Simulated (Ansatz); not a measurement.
# Worked example: self-consistent single point of GaAs (F-43m, 2 atoms in the cell) in Ansatz

Computed with PBE (plane waves, PAW; Ansatz, an electronic-structure program).

This input was run:

Ansatz 0.2 input:
```yaml
crystal:
  lattice:
    - [0.000000, 2.934604, 2.934604]
    - [2.934604, 0.000000, 2.934604]
    - [2.934604, 2.934604, 0.000000]
  atoms:
    - { symbol: Ga, position: [0.000000, 0.000000, 0.000000] }
    - { symbol: As, position: [0.250000, 0.250000, 0.250000] }
kpoints:
  mp_grid: { grid: [7, 7, 7] }
hamiltonian:
  xc: pbe
  pseudopotentials: { kind: paw }
scf:
  occupations: { method: gaussian, width: 0.0147 Ry }
output:
  forces: true
  eigenvalues: true
  stress: true
```

Log, with long lists cut:

```
WARN basis.ecutwfc = 420 eV, the default
WARN ansatz: RAYON_NUM_THREADS=1 ignored (pool sized by the plan → 1); use --threads N
Pseudopotentials: kind: paw
Pseudopotential: Ga, paw, valence charge 13
Pseudopotential: As, paw, valence charge 15
Crystal: 2 atoms, lattice volume = 50.545 Å³
Basis set: ecut = 420 eV, 965 PW (Γ), exchange–correlation on 60×60×60 points (8 copies of the dense FFT grid, shifted against one another)
Bands: 18, of which v1, the nominal top of the filled ones, is band 14 counted from 1 (13 counted from 0)
Symmetry: 24 space group operations
Space group: F-43m (ITA 216), of the structure as read, at distance tolerance 3.7e-5 Å
k-points: 20 of 343 (time reversal used)
Initial density: superposition of atomic densities (neutral atoms: chi_scale 0, normalization atom), corrected by the library's trained network
Initial wavefunctions: pseudopotential atomic-orbital guess
Eigensolver: davidson
Functional: x = pbe(κ = 0.804, μ = 0.2195149727645171), c = pbe(β = 0.06672455060314922)
SCF iter   1: F=—  HF=-8639.817414 eV  |F-HF|=—  |Δ(HF+E_count)|=         —  Δρ=1.78e-3  dr2=2.93e-3  ethr=1.77e-3  ⟨swp⟩=5.0  Hψ=1528  notcnv=0
all-band conjugate gradients solve this SCF's bands
preconditioner: auto → none
SCF iter   2: F=—  HF=-8639.816597 eV  |F-HF|=—  |Δ(HF+E_count)|=   8.16e-4  Δρ=7.61e-4  dr2=3.22e-4  ethr=1.05e-5  ⟨swp⟩=2.0  Hψ=701  notcnv=0
SCF iter   3: F=—  HF=-8639.816566 eV  |F-HF|=—  |Δ(HF+E_count)|=   3.18e-5  Δρ=2.74e-4  dr2=4.83e-5  ethr=1.15e-6  ⟨swp⟩=2.0  Hψ=541  notcnv=0
SCF iter   4: F=—  HF=-8639.816580 eV  |F-HF|=—  |Δ(HF+E_count)|=   1.41e-5  Δρ=9.86e-5  dr2=4.40e-6  ethr=1.73e-7  ⟨swp⟩=2.0  Hψ=541  notcnv=0
SCF iter   5: F=—  HF=-8639.816588 eV  |F-HF|=—  |Δ(HF+E_count)|=   8.26e-6  Δρ=2.42e-5  dr2=1.36e-7  ethr=1.57e-8  ⟨swp⟩=2.8  Hψ=616  notcnv=0
SCF iter   6: F=-8639.816588 eV  HF=-8639.816588 eV  |F-HF|=2.64e-8  |Δ(HF+E_count)|=   7.35e-8  Δρ=7.54e-6  dr2=2.44e-8  ethr=3.57e-10  ⟨swp⟩=5.0  Hψ=1656  notcnv=0
SCF 1 converged in 6 iterations: F = -8639.816588 eV  dr2 = 2.44e-8
SCF converged after 6 iterations
Free energy (F): -8639.816588 eV
Harris-Foulkes:  -8639.816588 eV  (|F-HF|=2.64e-8)
Internal energy: -8639.815362 eV  (E = F + TS)
E sigma→0 (E₀):  -8639.815975 eV
Entropy (-TS):   -0.001226 eV (-0.613 meV/atom)
Fermi energy:    6.831841 eV
--- Per-component energies (eV) ---
  E_band       = -346.856693
  E_kinetic    = 216.656885
  E_local      = -4076.931304  (includes V_loc(G=0)·N_el)
  E_nonlocal   = -245.779572
  E_hartree    = 2037.447376
  E_xc         = -147.025168
  E_vxc        = -135.522811  (∫ρ·V_xc dr)
  E_paw        = -3824.548711  (= ΣΔE_a)
  E_vpaw       = -180.170974  (= ΣTr[D̂ρ^β])
  E_aug_tail   = -0.000082  (compensation charges beyond the density's cutoff)
  E_ewald      = -2599.634787
  E_smearing   = -0.001226  (= −TS)
  E_closure    = -0.000000  (closes the sum)
  Σ components = -8639.816588   (vs F -8639.816588, Δ=0.00e0)
--- Forces (eV/Å), atoms counted from 1 ---
  atom   1  Ga     0.00000000    -0.00000000    -0.00000000
  atom   2  As    -0.00000000     0.00000000    -0.00000000
  max |Σ_I F_I| component: 1.64e-16 eV/Å
--- Stress (GPa, compression-positive) ---
       -3.272253       0.000000      -0.000000
       -0.000000      -3.272253       0.000000
       -0.000000       0.000000      -3.272253
  P = ⅓ Tr σ = -3.2723 GPa (-32.723 kbar)
  The stress holds the Pulay correction. Without it, at fixed plane waves, as pw.x and ABINIT print it: P = -3.3026 GPa
--- Band table (eV; the first three rows and the last of 20) ---
  k-point 0: bands = ["-28.2845", "-28.2845", "-28.2845", "-28.2783", "-28.2783", "-7.8764", "-7.8764", "-7.8764", "-7.8216", "-7.8216", "-5.2330", "6.4567", "6.7471", "6.7471", "6.7471", "10.4435", "10.4435", "10.4435"]
  k-point 1: bands = ["-28.2845", "-28.2844", "-28.2844", "-28.2782", "-28.2782", "-7.8866", "-7.8734", "-7.8734", "-7.8217", "-7.8217", "-5.0329", "4.4066", "6.4991", "6.4991", "7.8978", "10.8193", "10.8193", "10.8830"]
  k-point 2: bands = ["-28.2844", "-28.2842", "-28.2842", "-28.2782", "-28.2782", "-7.9081", "-7.8674", "-7.8674", "-7.8210", "-7.8210", "-4.4949", "2.3111", "6.0705", "6.0705", "7.7611", "11.3002", "11.3002", "12.7172"]
  k-point 19: bands = ["-28.2844", "-28.2840", "-28.2835", "-28.2783", "-28.2779", "-7.9407", "-7.8555", "-7.8472", "-7.8282", "-7.8185", "-3.2208", "0.6122", "3.4806", "4.3796", "9.8965", "11.6015", "12.4220", "13.2336"]
```

The run converged in 6 iterations.

The starting cell comes from a database of computed structures (which also holds hypothetical and non-ambient phases and stackings), without a prior relaxation at this level. Its lattice was rescaled by a random factor within 2.5 % of one. With a pressure of about -3 GPa the cell is away from its equilibrium volume at this level. Ansatz's pressure includes its estimate of the finite-basis (Pulay) stress. The run gives no clean gap (levels at the Fermi energy touch, overlap or are partly filled at this smearing), which alone does not show that the compound is a metal.
